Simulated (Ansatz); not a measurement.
1T (CdI2-type) MgI2, treated with PBE-D3(BJ) (Ansatz, a program for electronic structure, plane waves, PAW).

### Question
What does this level give for the interlayer binding energy, layer repeat distance and gap between the layers?

### Answer

- interlayer binding energy = 13.7 meV/Å²
- layer repeat distance = 6.834 Å
- gap between the layers = 3.479 Å

Spin–orbit coupling is not included.

The computed numbers hold no vibrational or temperature effects.
